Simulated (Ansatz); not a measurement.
The reference is VBiO$_{4}$ (space group I4_1/a, No. 88; a = 5.121 Å, c = 11.621 Å).

All numbers come from r2SCAN (Ansatz, a program for electronic structure; PAW; 500 eV plane waves; no SOC).

Before the change:

The c/a ratio is 2.269 and the lattice parameter a is 5.121 Å.

Perturbation: a hydrostatic pressure of 1.8 GPa.

Task: What happens to the c/a ratio?

Result: The c/a ratio shrinks by 0.005 to 2.264.

Task: How does this affect the lattice parameter a?

Result: The lattice parameter a decreases by 0.0177 Å to 5.104 Å.

Load acts through the strain it causes; cell and atoms are relaxed under it. No phonon test of stability was made. Seeded moments were not kept for the base. All final runs are without spin polarisation.
